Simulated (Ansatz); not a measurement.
# Response to strain in Ti3MoB4

Start from Ti₃MoB₄ (space group Pm, No. 6; a cell from a computed database, its experimental status unchecked).

```
CELL_PARAMETERS angstrom
      4.50961     0.00000     0.00000
      0.00000     3.03540     0.00000
     -0.03695     0.00000     5.98239
ATOMIC_POSITIONS crystal
  Ti 0.87497 0.50000 0.82447
  Ti 0.37961 0.00000 0.67266
  Ti 0.11877 0.00000 0.17777
  B  0.10323 0.50000 0.47034
  B  0.39782 0.50000 0.97092
  B  0.89990 0.00000 0.53053
  B  0.60287 0.00000 0.03163
  Mo 0.62282 0.50000 0.32165
```

Cartesian axes are those of the cell as printed.

Strains are applied to the cell and any free atomic positions relax; under biaxial strain the out-of-plane vector relaxes too.

All numbers come from Ansatz (a quantum-chemistry and plane-wave program), PBEsol, PAW, cutoff 420 eV, no SOC.

Notes on the quantities. energy relative to the base: free energy F; pressure: mean of the normal stresses, compression positive.

| change | energy relative to the base | pressure | volume per atom | space group |
|---|---|---|---|---|
| base | 0 meV/atom | 0.0 GPa | 10.24 Å³ | Pm (No. 6) |
| biaxial strain +0.50 %, plane normal [001], relaxed out of plane | – | -1.8 GPa | 10.31 Å³ | Pm (No. 6) |
| isotropic strain −0.85 % | +5.3 meV/atom | 6.7 GPa | 9.98 Å³ | Pm (No. 6) |
| isotropic strain −0.34 % | +0.8 meV/atom | 2.6 GPa | 10.13 Å³ | Pm (No. 6) |
| isotropic strain +3.61 % | +83 meV/atom | -21.1 GPa | 11.39 Å³ | Pm (No. 6) |
| uniaxial strain ε_xx = −1.10 % | +1.9 meV/atom | 2.7 GPa | 10.12 Å³ | Pm (No. 6) |
| uniaxial strain ε_zz = +3.14 % | +14 meV/atom | -6.9 GPa | 10.56 Å³ | Pm (No. 6) |
| tensor shear ε_xy = +3.30 % | +29 meV/atom | 0.8 GPa | 10.23 Å³ | P1 (No. 1) |

Without a gap, meshes like the base's 10×15×8 leave anisotropic stresses uncertain by several tenths of a GPa, and small strain energies with them. Whether these cells are dynamically stable was not tested. All final runs are without spin polarisation.
